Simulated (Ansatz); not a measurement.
# InSb (model structure, started from the PtS type, P4₂/mmc, No. 131, 4 atoms in the cell): properties by level of theory

```csv
level (code),lattice constant a (Å),c axis length (Å),formation enthalpy (eV/atom)
PBE (Ansatz),4.350,7.925,0.282
PBEsol (Ansatz),4.147,7.990,0.329
PBE-D3(BJ) (Ansatz),___,___,___
```

Q: What belongs in the gaps?

A: 
- PBE-D3(BJ) (Ansatz, a program for electronic structure), lattice constant a (Å): 4.129
- PBE-D3(BJ) (Ansatz), c axis length (Å): 8.119
- PBE-D3(BJ) (Ansatz), formation enthalpy (eV/atom): 0.367

Ansatz's density-functional and Hartree–Fock values are scalar-relativistic unless marked +SOC, with PAW data made under PBE.

A model structure was made by putting elements into a prototype or built by hand; it is no filed structure, need not be a known phase, and can be a saddle point held by its symmetry.
